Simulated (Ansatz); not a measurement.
BaHfO3: stress against strain

BaHfO3 (cubic perovskite, Pm-3m, 14.373 Å³/atom at rest, cube axes along x, y and z) under a strain ε along a cube axis (axis z), the other axes held. PBEsol in Ansatz, a plane-wave DFT program (PAW, default set), 420 eV, 8×8×8 Γ-centred mesh, Fermi-Dirac smearing 0.05 eV; ions are relaxed within the symmetry of each cell. Stress is positive for a compressed cell.

Here s stands for strain and y for stress zz.

| strain (%) | stress zz (GPa) |
|---|---|
| -1.20 | 4.38 |
| -0.60 | 2.12 |
| 0.00 | 0.00 |
| 0.60 | -1.99 |
| 1.20 | -3.85 |
| 3.00 | ? |

The 5 complete rows are fitted with a straight line, y against s. Means: s 0, y 0.132. About the means, the sum of products is -12.342 and the sum of squares of s is 3.6000; the slope is their ratio. Least squares gives y = 0.132 - 3.4283·s. Residuals (row less fit): 0.134, -0.069, -0.132, -0.065, 0.132; standard error 0.144 (degrees of freedom: 3). The slope gives the elastic constant C11 = 343 ± 8 GPa.

Question: Predict the withheld y at s = 3.00 from the fit, and compare with the calculation.

Answer: y = 0.132 - 3.4283 × 3.0 = -10.153 GPa. The calculation gives -8.75 GPa, 1.403 GPa above the prediction (10.7 % of the range of y in the table). The row lies outside the fitted rows, so this is an extrapolation. From the scatter of the fitted rows alone, a prediction at this place has a standard error of 0.276 GPa, so the miss is 5.1 times that.

One order more, fitted to all 11 runs of the series, follows each within 0.04, so the miss is the next term of a smooth law. The primitive cell can neither tilt nor turn polar against its symmetry, as such crystals can under strain. Rows are the converged runs of the series near zero and its far end; series whose fitted rows scatter by over a few per cent of the range, as at a crossing or softening among them, aren't shown in this form. Most that stay on the fit to the last digits aren't either.
